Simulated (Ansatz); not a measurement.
Given:

```yaml
crystal:
  lattice:
    - [3.84022, 0.00000, 0.14631]
    - [0.00000, 3.84022, 0.00000]
    - [0.14631, 0.00000, 3.84022]
  atoms:
    - { symbol: Pb, position: [0.00000, 0.00000, 0.00000] }
    - { symbol: Mn, position: [0.50000, 0.50000, 0.50000] }
    - { symbol: O, position: [0.00000, 0.50000, 0.50000] }
    - { symbol: O, position: [0.50000, 0.50000, 0.00000] }
    - { symbol: O, position: [0.50000, 0.00000, 0.50000] }
```

Spin-polarised, with starting moments of sign Pb0 Mn+ O0 O0 O0.

The values are results of r2SCAN (Ansatz, a program for electronic structure; PAW; 500 eV plane waves; no spin-orbit coupling), not measurements. k-mesh 12×12×12 (Γ-centred); smearing 0.05 eV (Fermi–Dirac).

**Question.** Predict the band gap.

**Answer.** Zero.

**Question.** Predict the space group.

**Answer.** Cmmm (No. 65).

**Question.** What pressure (mean of the normal stresses, compression positive) does the calculation give?

**Answer.** 0.7 GPa.

The cells carry an imposed strain or load. Stability against distortions was not tested. No Hubbard U is applied and the magnetic state is the run's own (MnPbO3 ferromagnetic); other magnetic orders, which need larger cells, were not tried and can change the gap. The cell was made from MnPbO₃ in the cubic perovskite structure (space group Pm-3m, No. 221; ferromagnetic; a model cell, its experimental status unchecked) by this change: tensor shear ε_xz = +3.81 %. Many cubic perovskites are stable only at high temperature; tilts and polar distortions were not tested.
